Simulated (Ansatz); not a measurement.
## What pressure −2 GPa does to CdS

The parent structure is CdS in the zinc blende structure (space group F-43m, No. 216; a = 5.927 Å).

Modification: a negative pressure, −2 GPa.

Computed with PBE, PAW, 420 eV (Ansatz, a program for electronic structure; no spin-orbit coupling). Γ-centred 10×10×10 mesh, Fermi–Dirac width 0.05 eV.

```csv
quantity,base,changed,shift
volume per atom,26.02 Å³,27.11 Å³,+1.09 Å³
density,4.61 g/cm³,4.42 g/cm³,-0.19 g/cm³
lattice parameter a,592.7 pm,600.8 pm,+8.18 pm
shortest interatomic distance,256.6 pm,260.2 pm,+3.54 pm
enthalpy H = E + PV relative to the base's energy,–,-0.33 eV/atom,–
band gap,1.04 eV,0.95 eV,-0.09 eV
gap character,direct at Γ,direct at Γ,–
mean gap deformation potential ΔEg/Δln V,–,-2.2 eV,–
width of the top valence band,2.02 eV,1.89 eV,-0.13 eV
electron mass,0.12 mₑ (at Γ),0.11 mₑ (at Γ),–
"hole mass (degenerate bands, along [100])","0.13, 0.82, 0.82 mₑ (at Γ)","0.12, 0.87, 0.87 mₑ (at Γ)",–
```

Load acts through the strain it causes; cell and atoms are relaxed under it. Masses are band curvatures over ±0.01 Å⁻¹ around the edge. No phonon test of stability was made.
